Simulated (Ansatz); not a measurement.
## HfC: stress against strain

HfC (rock salt, Fm-3m, 12.223 Å³/atom at rest, cube axes along x, y and z) under a strain ε along a cube axis (axis z), the other axes held. PBEsol in Ansatz, a plane-wave DFT program (PAW, default set), 420 eV, 22×22×22 Γ-centred mesh, Fermi-Dirac smearing 0.10 eV; ions are relaxed within the symmetry of each cell. Stress is positive for a compressed cell.

Here s stands for strain and y for stress zz.

| strain (%) | stress zz (GPa) |
|---|---|
| -3.00 | ? |
| -1.50 | 8.75 |
| -1.00 | 5.68 |
| -0.50 | 2.77 |
| 0.00 | 0.00 |
| 0.50 | -2.62 |
| 1.00 | -5.11 |
| 1.50 | -7.46 |

The 7 complete rows are fitted with a straight line, y against s. Means: s 0, y 0.287. About the means, the sum of products is -37.800 and the sum of squares of s is 7.0000; the slope is their ratio. Least squares gives y = 0.287 - 5.4000·s. Residuals (row less fit): 0.363, -0.007, -0.217, -0.287, -0.207, 0.003, 0.353; standard error 0.293 (degrees of freedom: 5). The slope gives the elastic constant C11 = 540 ± 11 GPa.

What does the fit predict for y at s = -3.00, and how far is the calculated value from it?

y = 0.287 - 5.4000 × (-3.0) = 16.487 GPa. The calculation gives 18.94 GPa, 2.453 GPa above the prediction (9.3 % of the range of y in the table). The row lies outside the fitted rows, so this is an extrapolation. From the scatter of the fitted rows alone, a prediction at this place has a standard error of 0.456 GPa, so the miss is 5.4 times that.

One order more, fitted to all 13 runs of the series, follows each within 0.06, so the miss is the next term of a smooth law. In a metal these values are sensitive to mesh and smearing; energies are taken to zero smearing, stresses follow the free energy. Rows are the converged runs of the series near zero and its far end; series whose fitted rows scatter by over a few per cent of the range, as at a crossing or softening among them, aren't shown in this form. Most that stay on the fit to the last digits aren't either.
